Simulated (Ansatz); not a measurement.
In2Si2O7 (Fd-3m, No. 227, 22 atoms in the cell; start mp-19784), treated with PBEsol in Ansatz (PAW).

Numerical settings: plane-wave cutoff 520 eV, 6×6×6 k mesh, Fermi–Dirac smearing 0.01 eV, scalar-relativistic PAW data made under PBE.

Cell (relaxed with PBEsol):

```
In2O7Si2
1.0
    0.00000     4.72356     4.72356
    4.72356     0.00000     4.72356
    4.72356     4.72356     0.00000
In Si O
4 4 14
Cartesian
  1.18089   1.18089   1.18089
  1.18089   3.54267   3.54267
  3.54267   3.54267   1.18089
  3.54267   1.18089   3.54267
  5.90445   5.90445   5.90445
  5.90445   3.54267   3.54267
  3.54267   3.54267   5.90445
  3.54267   5.90445   3.54267
  4.72356   4.72356   6.57916
  7.08534   7.08534   8.94094
  4.72356   4.72356   2.86796
  7.08534   7.08534   5.22974
  6.57916   4.72356   4.72356
  8.94094   7.08534   7.08534
  2.86796   4.72356   4.72356
  5.22974   7.08534   7.08534
  4.72356   6.57916   4.72356
  7.08534   8.94094   7.08534
  4.72356   2.86796   4.72356
  7.08534   5.22974   7.08534
  0.00000   0.00000   0.00000
  2.36178   2.36178   2.36178
```

Q: Predict the band gap and smallest direct gap on the k points sampled.

A: 
* **band gap**: 1.94 eV
* **smallest direct gap on the k points sampled**: 2.43 eV

Spin–orbit coupling is not included.

Static lattice: no zero-point or thermal effects.

The result took roughly 60 core-seconds.

A start named mp-… is a Materials Project structure, which need not be a measured phase.

Ansatz is a quantum-chemistry and plane-wave program.
